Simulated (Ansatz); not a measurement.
What isotropic strain −1.03 % does to PtSe2

Base system: PtSe$_{2}$ in the CdI2 type structure (space group P-3m1, No. 164; a = 3.735 Å, c = 5.207 Å; layered, stacked along the Cartesian z axis; relaxed with 0.1 eV smearing).

Perturbation: the cell is scaled by 0.9897 in all directions, atoms relaxed at fixed cell.

The values are results of Ansatz (a quantum-chemistry and plane-wave program) r2SCAN+rVV10, scalar-relativistic without spin-orbit coupling, not measurements. k-mesh 18×18×11 (Γ-centred); smearing 0.1 eV (Fermi–Dirac).

```json
[
 {"quantity": "volume per atom", "base": "20.97 Å³", "changed": "20.33 Å³", "shift": "-0.64 Å³"},
 {"quantity": "space group", "base": "P-3m1 (No. 164)", "changed": "P-3m1 (No. 164)", "shift": "–"},
 {"quantity": "shortest interatomic distance", "base": "2.516 Å", "changed": "2.505 Å", "shift": "-0.011 Å"},
 {"quantity": "energy relative to the base (free energy F)", "base": "0 meV/atom", "changed": "+4.6 meV/atom", "shift": "+4.6 meV/atom"},
 {"quantity": "pressure (mean of the normal stresses, compression positive)", "base": "0.0 GPa", "changed": "2.4 GPa", "shift": "+2.4 GPa"},
 {"quantity": "band gap", "base": "zero", "changed": "zero", "shift": "–"},
 {"quantity": "largest internal atomic displacement", "base": "–", "changed": "0.028 Å", "shift": "–"}
]
```

Final structure:

```yaml
crystal:
  lattice:
    - [3.69670, 0.00000, 0.00000]
    - [-1.84835, 3.20144, 0.00000]
    - [0.00000, 0.00000, 5.15363]
  atoms:
    - { symbol: Pt, position: [0.00000, 0.00000, 0.00000] }
    - { symbol: Se, position: [0.66667, 0.33333, 0.25438] }
    - { symbol: Se, position: [0.33333, 0.66667, 0.74562] }
```

With Pt present, leaving out spin-orbit coupling can change the band edges. Stability against distortions was not tested. The final runs are not spin-polarised. The zero or small gap of PtSe2 can change with the level of theory.
